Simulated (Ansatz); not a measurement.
**Step by step: formation energy of the neutral V_Mo in MoSi2 (I4/mmm)**

We look at the formation energy of the neutral V_Mo in MoSi2 (I4/mmm). Reaction: 18 MoSi2 (I4/mmm) → cell A + Mo (bcc).

A: a supercell of 54 sites of MoSi2 (I4/mmm) with one empty Mo site amid 10 Si; spin state with PBE: run without spin.

Setting: static, neutral cells in Ansatz (PAW) whose structures rest at the PBE level. Ansatz (a first-principles code) runs with its PAW set soft_1. Other levels take these structures. The lattices are those relaxed with PBE, so at other levels the solids can be strained, which adds to the spread. Larger cells are relaxed from a start prepared with the learned potential CHGNet, on a coarser mesh till forces fall under 0.03 eV/Å, which some starts already meet. A dispersion term (D3(BJ), or D4 for r2SCAN) was computed beside these levels and is taken off wherever the name lacks it. Space groups of crystals are read within 0.01 Å. Mesh and cell size may move defect energies by 0.1 eV or more. The value holds for the reservoirs listed; other chemical potentials shift it. Cell A has symmetry P4/mmm within 0.02 Å and got no random move, so less symmetric positions, which may lie lower, weren't tried.

Total energies of the cells in eV, at zero smearing width. They compare only within one column; the weights balance every element.

| cell | atoms | weight | r2SCAN | RPBE |
|---|---|---|---|---|
| A: MoSi2:V_Mo | 53 | +1 | -107477.06334 | -107393.86843 |
| Mo (bcc) | 1 | +1 | -4967.62482 | -4963.06277 |
| MoSi2 (I4/mmm) | 54 | −1 | -112448.87996 | -112360.59519 |

r2SCAN: (-107477.06334) + (-4967.62482) − (-112448.87996) = 4.192 eV.

RPBE: (-107393.86843) + (-4963.06277) − (-112360.59519) = 3.664 eV.

What follows from the r2SCAN value: The value above is the Mo-rich limit, with Mo (bcc) as reservoir. The host forms with -0.47 eV/atom at this level, so before it gives way to its other element Δμ(Mo) can go down to -0.47 × 3 = -1.41 eV (other compounds may narrow the range). The defect releases 1 Mo, so the Mo-poor limit is 4.19 + 1 × (-1.41) = 2.78 eV.

With the reservoirs of the reaction as written, and without entropy terms or charged states, the share of sites that hold the defect in equilibrium is exp(−4.19 eV/k_BT) = 7.6×10^-22 at 1000 K.
